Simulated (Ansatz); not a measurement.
We consider L1₀ (CuAu-type) TiAl, described by LDA in Ansatz (plane waves, PAW).

Settings: plane-wave cutoff 520 eV, 22×22×16 k mesh (along the axes of the cell as run), Fermi–Dirac smearing 0.04 eV (set by the program), no spin polarisation, scalar-relativistic PAW data made under PBE.

Computed at the level's own relaxed cell.

Hill averages of the elastic tensor: K = 127.2 GPa, G = 71.0 GPa. Volume 15.300 Å³/atom, mean atomic mass 37.424 u.

### Question
Work out the density, the sound velocities of a polycrystal and the elastic Debye temperature, and Pugh's ratio at this level.

### Answer
ρ = 1.66054 × 37.424/15.300 = 4.062 g/cm³. v_l = √[(K + 4G/3)/ρ] = 7.391 km/s and v_t = √(G/ρ) = 4.181 km/s. The mean follows from 3/v_m³ = 1/v_l³ + 2/v_t³: v_m = 4.650 km/s. Θ_D = (ħ/k_B) v_m (6π²/V)^(1/3) = 76.38 K Å s/km × 4.650 × 1.5701 Å⁻¹ = 558 K, counting all atoms of the cell. K/G = 1.79, to be set beside Pugh's rough bound of 1.75 between brittle and ductile metals.

Ansatz is a program for electronic structure.
